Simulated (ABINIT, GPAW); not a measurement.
An ABINIT input for a self-consistent single point of Si2Mo (I4/mmm, 3 atoms in the cell) (DFT, PBE, plane waves, PAW (JTH v2.0 PBE PAW)):

```
# Si2Mo, JTH v2.0 PBE PAW
pp_dirpath "./"
pseudos "Si.GGA_PBE-JTH.xml, Mo.GGA_PBE-JTH.xml"
acell 8.6049306955 8.6049306955 8.6049306955
rprim
        -0.3546580029    0.3546580029    0.8651216111
         0.3546580029   -0.3546580029    0.8651216111
         0.3546580029    0.3546580029   -0.8651216111
natom 3
ntypat 2
znucl 14 42
typat 1 1 2
xcart
        -0.0000000000   -0.0000000000    9.8945321955
        -0.0000000000   -0.0000000000    4.9940908171
         0.0000000000    0.0000000000    0.0000000000
ecut 20
pawecutdg 40
pawxcdev 0
ixc 11
occopt 7
tsmear 0.00999582
nband 16
kptopt 1
ngkpt 14 14 14
nshiftk 1
shiftk 0 0 0
nstep 80
toldfe 1.0e-09
prtwf 0
prtden 0
enunit 1
```

Problem. Give the GPAW input for the same structure, mesh, smearing and functional.

Solution. This is the input that was run; spellings and numerical settings could be chosen otherwise.

```python
from ase import Atoms
from ase.units import GPa
from gpaw import GPAW, PW

atoms = Atoms(['Si', 'Si', 'Mo'],
              cell=[[-1.614947, 1.614947, 3.939360],
                    [1.614947, -1.614947, 3.939360],
                    [1.614947, 1.614947, -3.939360]],
              positions=[[-0.000000, 0.000000, 5.235961],
                         [-0.000000, 0.000000, 2.642759],
                         [0.000000, 0.000000, 0.000000]],
              pbc=True)

calc = GPAW(mode=PW(550),
            xc='PBE',
            kpts={'size': (14, 14, 14), 'gamma': True},
            occupations={'name': 'methfessel-paxton', 'width': 0.272, 'order': 0},
            nbands=-9,
            convergence={'forces': 0.001},
            symmetry={'symmorphic': False, 'tolerance': 0.0005},
            maxiter=100,
            txt='-')

atoms.calc = calc

energy = atoms.get_potential_energy()
print('Energy (eV):', round(energy, 6))
forces = atoms.get_forces()
print('Forces (eV/Ang):')
print(forces.round(5))
stress = atoms.get_stress()
print('Stress (GPa, Voigt):', (stress / GPa).round(4))
```

Basis, cutoffs, solver keys and any potentials are the target program's own. This input uses DFT PBE, plane waves, GPAW PAW datasets PBE (gpaw-data 1.0.1).

The starting cell comes from a database of computed structures (which also holds hypothetical and non-ambient phases and stackings), without a prior relaxation at this level. Its lattice was rescaled by a random factor within 2.5 % of one.
